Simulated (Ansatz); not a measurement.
Double-hcp La: properties by level of theory

Reference values: lattice constant a 3.774 Å (measured, 293 K, no zero-point or thermal correction; as tabulated in Wikipedia's data pages); lattice parameter c 12.171 Å (measured, 293 K, not corrected to a static lattice; as tabulated in Wikipedia's data pages); bulk modulus 27.9 GPa (measured, room temperature, no zero-point or thermal correction; as tabulated in Wikipedia's data pages).

```json
[
 {"level (code)": "LDA (Ansatz)", "lattice parameter a (Å)": "?", "c axis length (Å)": "?", "bulk modulus B0 (GPa)": "29.5"},
 {"level (code)": "r²SCAN (Ansatz)", "lattice parameter a (Å)": "3.781", "c axis length (Å)": "12.039", "bulk modulus B0 (GPa)": "22.9"},
 {"level (code)": "r²SCAN+SOC (Ansatz)", "lattice parameter a (Å)": "3.783", "c axis length (Å)": "12.047", "bulk modulus B0 (GPa)": "23.1"}
]
```

Problem. Fill in the missing entries.

Solution. 
- LDA (Ansatz, an electronic-structure program), lattice parameter a (Å): 3.594
- LDA (Ansatz), c axis length (Å): 11.522

Differences from the reference values (errors of the level alone only where the reference is corrected to a static lattice):

```json
[
 {"level": "LDA", "lattice constant a (%)": "-4.77", "lattice parameter c (%)": "-5.33", "bulk modulus (%)": "+5.7"},
 {"level": "r²SCAN", "lattice constant a (%)": "+0.19", "lattice parameter c (%)": "-1.08", "bulk modulus (%)": "-17.9"},
 {"level": "r²SCAN+SOC", "lattice constant a (%)": "+0.24", "lattice parameter c (%)": "-1.02", "bulk modulus (%)": "-17.2"}
]
```

Nearest: lattice constant a, not ranked (reference at room or unstated temperature); lattice parameter c, not ranked (reference at room or unstated temperature); bulk modulus, not ranked (reference at room or unstated temperature).

Ansatz's density-functional and Hartree–Fock values are scalar-relativistic unless marked +SOC, with PAW data made under PBE.

Differences are worked out from the printed values.

Static lattice: no zero-point or thermal effects.
